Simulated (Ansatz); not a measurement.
Consider BN in the zinc blende structure (space group F-43m, No. 216; a = 3.6097 Å). Axes: x, y, z lie along the cube axes.

The values are results of DFT with r2SCAN, PAW potentials and a 500 eV plane-wave cutoff in Ansatz (a first-principles code), scalar-relativistic without spin-orbit coupling, not measurements.

Before the change:

| Item | Result |
|---|---|
| Pressure | 0.00 GPa |
| Valence-band top at Γ | 0.00, 0.00, 0.00 eV |

The change: tensile biaxial strain of 3.00 % in the plane normal to [001], as in epitaxy on a mismatched substrate; the out-of-plane cell vector and the atoms relax.

Q: What does the calculation give for the pressure after the change?

A: The pressure (mean of the normal stresses, compression positive) goes from zero to -16.58 GPa.

Q: Predict the new out-of-plane strain.

A: The out-of-plane strain is -1.30 %.

Q: How does this affect the energy relative to the base?

A: The energy goes up by 29 meV/atom.

Q: Estimate the effect on the valence-band top at Γ.

A: The valence-band top at Γ (three highest levels, from the VBM) changes from 0.00, 0.00, 0.00 eV to 0.00, -0.39, -0.39 eV.

The levels and masses belong to the bands next to the band gap. Stability against distortions was not tested.
